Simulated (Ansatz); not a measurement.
Candidates (primitive cells; geometry: cell and atoms relaxed with PBEsol):
A. CaTiO₃ (Pm-3m), a = b = c = 3.841 Å, α = β = γ = 90.00°
B. CdSe (P6_3mc), a = 4.3018 Å, b = 4.3018 Å, c = 7.0217 Å, α = 90.00°, β = 90.00°, γ = 120.00°
C. B (R-3m), a = b = c = 5.028 Å, α = β = γ = 58.01°
D. La2O3 (P-3m1), a = b = 3.906 Å, c = 6.040 Å, α = β = 90.00°, γ = 120.00°
E. MgS (Fm-3m), a = b = c = 3.6641 Å, α = β = γ = 60.00°

### Question
Put the candidates in order of electron conductivity mass, highest first, for PBEsol, rigid bands in Ansatz (a program for electronic structure).

### Answer
D (1.69 mₑ), C (0.96 mₑ), A (0.61 mₑ), E (0.35 mₑ), B (0.067 mₑ)

Masses are for dilute carriers at 300 K, harmonic means over directions unless an axis is named. Spin-orbit coupling is left out.

CaTiO3 (Pm-3m): a high-temperature phase held by its symmetry.
